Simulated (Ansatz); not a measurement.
The reference is CdTe in the zinc blende structure (space group F-43m, No. 216; a = 6.489 Å).

One thing is altered: hydrostatic tension (pressure −1 GPa).

Levels (all Ansatz, an electronic-structure program, PAW): PBEsol (420 eV, without spin-orbit coupling); r2SCAN (500 eV, scalar-relativistic without spin-orbit coupling).

The geometry is relaxed with PBEsol.

| Item | Value |
|---|---|
| PBEsol band gap | 0.57 eV |
| PBEsol width of the top valence band | 2.10 eV |
| PBEsol pressure | -1.00 GPa |

Question: What does r2SCAN give at this geometry for the band gap, width of the top valence band and pressure?

Answer: The band gap increases by 0.61 eV to 1.18 eV; the width of the top valence band hardly moves (2.10 eV against 2.11 eV); the pressure increases by 1.235 GPa to 0.24 GPa.

Single points use the geometry relaxed with PBEsol. Their cutoffs differ, which shifts pressures a little. With Te present, leaving out spin-orbit coupling can change the band edges. Load acts through the strain it causes; cell and atoms are relaxed under it. Stability against distortions was not tested.
